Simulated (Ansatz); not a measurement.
The parent structure is MgO in the rock salt structure (space group Fm-3m, No. 225).

```yaml
crystal:
  lattice:
    - [0.00000, 2.10221, 2.10221]
    - [2.10221, 0.00000, 2.10221]
    - [2.10221, 2.10221, 0.00000]
  atoms:
    - { symbol: Mg, position: [0.00000, 0.00000, 0.00000] }
    - { symbol: O, position: [0.50000, 0.50000, 0.50000] }
```

Cartesian axes are those of the cell as printed.

Computed with Ansatz (a first-principles code) r2SCAN, spin-orbit coupling left out.

Before the change:

The band gap comes out as 5.68 eV. The valence-band top at Γ is 0.00, 0.00, 0.00 eV and the pressure comes out as 0.0 kbar.

Perturbation: tensor shear ε_xy = +1.71 % (engineering shear γ = 0.0342), atoms relaxed at fixed cell.

Question: What does the calculation give for the energy relative to the base after the change?

Answer: The energy goes up by 5.3 meV/atom.

Question: What happens to the band gap?

Answer: The band gap shrinks by 0.147 eV (5.68 eV → 5.54 eV).

Question: What does the calculation give for the valence-band top at Γ after the change?

Answer: The valence-band top at Γ (three highest levels, from the VBM) becomes 0.00, -0.14, -0.26 eV (base: 0.00, 0.00, 0.00 eV).

Question: How does this affect the pressure?

Answer: The pressure (mean of the normal stresses, compression positive) hardly moves (0.0 kbar against 0.6 kbar).

The cells carry an imposed strain or load. Whether these cells are dynamically stable was not tested.
